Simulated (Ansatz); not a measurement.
**The (100) surface of rock-salt TiN in its 1x1 cell (cut with top plane N + Ti, bottom plane N + Ti), outermost plane spacing 2.12 Å in the ideal cut**

All values below come from PBE (plane waves to 420 eV, PAW; Ansatz, a first-principles code).

Set-up: 20 atoms, N10Ti10, 19.1 Å thick at the start; mesh 12x12x1; 0.1 eV smearing; dipole correction on; all atoms relaxed; start symmetry kept, larger cells not searched; no spin, no spin-orbit, no U.

```
Quantity                                              Value
-----------------------------------  ----------------------
surface energy (mean of both faces)               1.25 J/m²
surface energy before relaxation                  1.56 J/m²
work function of the top face                       2.94 eV
energy released by relaxation                       0.35 eV
cost                                 roughly 8 core-minutes
```
